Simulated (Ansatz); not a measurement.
Defect migration in zinc-blende AlP: interstitial Mg, charge state +2. Computed with PBE, PAW (plane waves to 420 eV; Ansatz, an electronic-structure program).

Cell of 64 host sites held at the relaxed PBE lattice; a 2×2×2 k-point mesh shifted by half a step; Fermi-Dirac width 0.01 eV, spin-restricted; finite-size errors left in. Energies are static. The charge state is imposed; whether it is stable for some Fermi level was not computed. Sites that were not tried may lie lower. The start lies 0.32 eV above the lowest site run (PBE).

Barriers: single points on a 3×3×3 k-point mesh shifted by half a step at the bands' geometries.

The step: a concerted move, in which Al travels most; the atom moves 2.55 Å along (0.03, 0.46, -0.03) of the unit cell; at the end the Mg atom holds a host Al site and a host atom stands off its site; the moving atom starts with neighbours Mg at 2.63; P at 2.29, 3 P at 2.46 Å and ends with 4 Al at 2.91, Al at 2.97; Mg at 2.89; 2 P at 2.35, 2 P at 2.40 Å.

Q: Predict the migration barrier of this step from PBE, PAW.

A: 1.63 eV forward and 0.97 eV backward. At the saddle the moving atom has neighbours Al at 2.80, Al at 2.82; Mg at 2.89; P at 2.25, P at 2.31, P at 2.51 Å. The saddle point's order was not checked.
